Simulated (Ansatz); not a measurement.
Worked example: self-consistent single point of HgS (F-43m, 2 atoms in the cell) in Ansatz (a quantum-chemistry and plane-wave program).

Computed with PBE with spin-orbit coupling (plane waves, PAW; Ansatz).

```
HgS
1.0
    0.00000     2.92500     2.92500
    2.92500     0.00000     2.92500
    2.92500     2.92500     0.00000
Hg S
1 1
Direct
  0.00000   0.00000   0.00000
  0.25000   0.25000   0.25000
```

Reference input (self-consistent single point, DFT, PBE, plane waves, default PAW files): basis.ecutwfc = 420 eV; kpoints.mp_grid.grid = 5 5 5; hamiltonian.xc = pbe; hamiltonian.pseudopotentials = {kind: paw} (the program's default PAW files); scf.occupations.method = fermi_dirac; scf.occupations.width = 0.01 eV. This run's input differs from it in these lines:

Ansatz 0.2 input:
```diff
@@ -16,2 +16,5 @@
   pseudopotentials: { kind: paw }
+magnetization:
+  noncollinear: true
+  spin_orbit: true
 scf:
```

Output, abridged:

```
SCF iter   1: F=—  HF=-14756.455589 eV  |F-HF|=—  |Δ(HF+E_count)|=         —  Δρ=2.49e-2  dr2=2.66e-1  dr2_m=0.00e0 (ungated)  ethr=3.10e-3  |M|=0.00e0 ∫|m|=0.00e0 μB  |m|>n=0.0e0 m-floor=0.0e0 τ_xc=0.0e0  β_m=0.30  ⟨swp⟩=9.5  Hψ=1770  notcnv=0
all-band conjugate gradients solve this SCF's bands
preconditioner: auto → none
   [... lines left out ...]
SCF iter   6: F=—  HF=-14756.404415 eV  |F-HF|=—  |Δ(HF+E_count)|=   6.47e-6  Δρ=2.20e-5  dr2=2.39e-7  dr2_m=0.00e0 (ungated)  ethr=4.38e-8  |M|=0.00e0 ∫|m|=0.00e0 μB  |m|>n=0.0e0 m-floor=0.0e0 τ_xc=0.0e0  β_m=0.75  ⟨swp⟩=2.6  Hψ=557  notcnv=0  defer=33
SCF iter   7: F=-14756.404415 eV  HF=-14756.404415 eV  |F-HF|=5.93e-9  |Δ(HF+E_count)|=   3.06e-8  Δρ=3.25e-6  dr2=3.06e-9  dr2_m=0.00e0 (ungated)  ethr=3.85e-10  |M|=0.00e0 ∫|m|=0.00e0 μB  |m|>n=0.0e0 m-floor=0.0e0 τ_xc=0.0e0  ⟨swp⟩=9.1  Hψ=1548  notcnv=0
SCF 1 converged in 7 iterations: F = -14756.404415 eV  dr2 = 3.06e-9
Magnetization: |M| = 0.0000 μB,  M = (+0.0000, +0.0000, +0.0000) μB
Absolute magnetization: 0.0000 μB (∫|m|)
  site 0: m = (+0.0000, +0.0000, +0.0000) μB, |m| = 0.0000 μB  (R = 1.04 Å)
  site 1: m = (+0.0000, +0.0000, +0.0000) μB, |m| = 0.0000 μB  (R = 1.04 Å)
Free energy (F): -14756.404415 eV
Internal energy: -14756.404404 eV  (E = F + TS)
E sigma→0 (E₀):  -14756.404409 eV
Entropy (-TS):   -0.000012 eV (-0.006 meV/atom)
Fermi energy:    8.385080 eV
--- Forces (eV/Å), atoms counted from 1 ---
  atom   1  Hg     0.00000000    -0.00000000    -0.00000000
  atom   2  S     -0.00000000    -0.00000000     0.00000000
--- Stress (GPa, compression-positive) ---
        3.688956      -0.000000      -0.000000
       -0.000000       3.688956       0.000000
       -0.000000       0.000000       3.688956
  P = ⅓ Tr σ = 3.6890 GPa (36.890 kbar)
  The stress holds the Pulay correction. Without it, at fixed plane waves, as pw.x and ABINIT print it: P = 3.6575 GPa
```

The run converged in 7 iterations. Against the reference run the pressure goes from 4.41 to 3.69 GPa.

The starting cell has typed, rounded lattice constants, without a prior relaxation at this level. With a pressure of about 4 GPa the cell is away from its equilibrium volume at this level. Ansatz's pressure includes its estimate of the finite-basis (Pulay) stress. A gap is left out here, as mesh or smearing make it unsure.
